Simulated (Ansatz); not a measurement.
One hop of Al vacancy in wurtzite AlN, charge -3 (a nearby Al jumps into the vacancy, along (-0.98, 0.00, 0.00) of the unit cell), with the cell strained by ±1.5 % along x and y with z held against the relaxed PBE lattice. All values below come from PBE, PAW (plane waves to 420 eV; Ansatz, an electronic-structure program). Climbing-image NEB, 72 sites, 2×2×2 shifted along c, static nuclei, no finite-size correction.

In the stretched cell the barrier is 2.45 eV, with neighbours at the saddle N at 1.78, 2 N at 2.24, 2 N at 2.26 Å.

What is it in the compressed cell?

2.11 eV, with neighbours at the saddle N at 1.76, 2 N at 2.15, 2 N at 2.21 Å. Stretching raises the barrier by about 0.11 eV for each 1 % of strain.
